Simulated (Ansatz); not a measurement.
# What isotropic strain +2.50 % does to K

Start from K in the bcc (W type) structure (space group Im-3m, No. 229; a = 5.215 Å; relaxed with 0.1 eV smearing).

The change: the cell is scaled by 1.0250 in all directions, atoms relaxed at fixed cell.

Level of theory: PBEsol (Ansatz, a program for electronic structure; PAW; 420 eV plane waves; spin-orbit coupling left out). k-mesh 18×18×18 (Γ-centred); smearing 0.1 eV (Fermi–Dirac).

| quantity | base | changed | shift |
|---|---|---|---|
| volume per atom | 70.90 Å³ | 76.35 Å³ | +5.45 Å³ |
| space group | Im-3m (No. 229) | Im-3m (No. 229) | – |
| energy relative to the base (free energy F) | 0 meV/atom | +4.0 meV/atom | +4.0 meV/atom |
| band gap | zero | zero | – |

Cost of the whole job for the changed cell (relaxation, final SCF and bands): roughly 8 core-seconds.

Stability against distortions was not tested.
